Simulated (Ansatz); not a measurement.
**NH3 on the 1x1 (110) surface of bcc Mo, one in a 2x2 cell, started at the site 'top Mo'**

Computed with r2SCAN, at the PBE geometry (plane waves to 500 eV, PAW; Ansatz, an electronic-structure program).

Set-up: 20 atoms, 6.5 Å thick at the start under the adsorbate (thin: gaps and levels are the slab's own); mesh 6x6x1; 0.1 eV smearing; dipole correction on; single point; no symmetry held, on the structure that PBE left; no spin, no spin-orbit, no U, no dispersion correction. At the end it is bonded to Mo. In PBE it is, or lies within 0.03 eV of, the lowest of the starts that converged; the order may differ at this level.

```
Quantity                                                                                                                  Result
--------------------------------------------------------------------------------------  ----------------------------------------
adsorption energy against NH3(g) at the same level                                                                      -879 meV
work function of the top face                                                                                            2.49 eV
change of the work function                                                                                             -2.14 eV
change of the step from the bottom to the top vacuum level, against the clean slab                                      -2.12 eV
height of the binding atom over the mean of the host atoms within 0.3 Å of the top one                                   2.416 Å
nearest host atoms of the binding atom                                                  Mo at 2.31 Å, Mo at 3.67 Å, Mo at 3.68 Å
cost                                                                                               around 6 core-minutes (rough)
```

A negative adsorption energy means that the adsorbate is more stable on the surface than in its reference.
